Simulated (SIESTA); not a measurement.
# Several settings converged on NiO (R3m, 4 atoms in the cell)

```
CELL_PARAMETERS angstrom
      4.15910     2.07955     2.07955
      2.07955     4.15910     2.07955
      2.07955     2.07955     4.15910
ATOMIC_POSITIONS crystal
  Ni 0.00347 0.00347 0.00347
  Ni 0.50000 0.50000 0.50000
  O  0.25000 0.25000 0.25000
  O  0.75000 0.75000 0.75000
```
Moments meant for the start (each program seeds them in its own way; μB, in the order of the atoms Ni Ni O O): 2.0 -2.0 0.0 0.0.

Base method: SIESTA with GGA PBEsol, numerical atomic orbitals DZP, PseudoDojo PBEsol standard norm-conserving potentials (rewritten from UPF to PSML).

Base settings: XC.functional = GGA; XC.authors = PBEsol; potentials = PseudoDojo PBEsol standard; PAO.BasisSize = DZP; PAO.EnergyShift = 0.005 Ry; MeshCutoff = 300 Ry; kgrid.MonkhorstPack = 4 4 4; OccupationFunction = FD; ElectronicTemperature = 10 meV; Spin = polarized.

Core times come from one kind of shared machine, to one figure; runs under 30 s give none.

**The k-point mesh**

Only quantities that move along the ladder and can be compared are tabulated.

| kgrid.MonkhorstPack | free energy less the last step's (meV/atom) | pressure (GPa) | largest difference of a force vector from the last step's (eV/Å) | gap on the mesh (eV) | core time / last (rough) |
|---|---|---|---|---|---|
| 2 2 2 | 68.70 | -6.94 | 0.104 | 1.249 | 0.1 |
| 4 4 4 | 10.91 | -5.16 | 0.026 | 0.744 | 0.3 |
| 5 5 5 | 2.44 | -5.67 | 0.003 | 0.753 | 0.2 |
| 7 7 7 | -0.22 | -5.70 | 0.000 | 0.804 | 0.2 |
| 8 8 8 | 0.09 | -5.67 | 0.001 | 0.723 | 0.4 |
| 10 10 10 | 0.00 | -5.69 | 0.000 | 0.720 | 0.5 |
| 12 12 12 | 0.00 | -5.69 | 0.000 | 0.720 | 0.8 |
| 15 15 15 | 0.00 | -5.69 | 0.000 | 0.711 | 1 |

Coarsest kgrid.MonkhorstPack that holds the free energy within 1 meV/atom of the last step, with all finer ones: 7 7 7, at about 0.2 of the last step's time; the step before is off by 2.4 meV/atom.

Coarsest kgrid.MonkhorstPack that holds the forces within 0.005 eV/Å of the last step, with all finer ones: 5 5 5, at about 0.2 of the last step's time; the step before is off by 0.026 eV/Å.

The gap on the mesh jumps up and down from mesh to mesh; it is no smooth measure of convergence.

**The width of Fermi-Dirac smearing**

The mesh stays at the base's, so the ladder's end is converged at best in this setting alone.

Only quantities that move along the ladder and can be compared are tabulated; the gap is left out on so coarse a mesh.

The magnetic state is not the same in all runs (site moments differ, or a search went on to a lower state), so steps between rows are not convergence errors alone.

```csv
ElectronicTemperature,free energy less the last step's (meV/atom),pressure (GPa),largest difference of a force vector from the last step's (eV/Å),core time / last (rough)
1000 meV,-1333.67,11.04,0.023,1
500 meV,-318.13,0.43,0.051,3
200 meV,-16.14,-4.42,0.009,2
100 meV,-0.66,-5.10,0.001,1
20 meV,0.00,-5.16,0.000,1
```

Widest ElectronicTemperature that holds the pressure within 0.5 GPa of the last step, with all finer ones: 100 meV; the step before is off by 0.73 GPa.

Widest ElectronicTemperature that holds the forces within 0.005 eV/Å of the last step, with all finer ones: 100 meV; the step before is off by 0.009 eV/Å.

Widest ElectronicTemperature that holds the free energy within 5 meV/atom of the last step, with all finer ones: 100 meV; the step before is off by 16 meV/atom.

On the base run: the starting cell has typed, rounded lattice constants, without a prior relaxation at this level. Its lattice was rescaled by up to half a per cent. One atom was moved a little off its site on purpose. The magnetic order is the one reached from the typed start; others were not searched systematically. Values carry the incompleteness of an atom-centred basis. In the base run, with a pressure of about -5 GPa the cell is away from its equilibrium volume at this level.
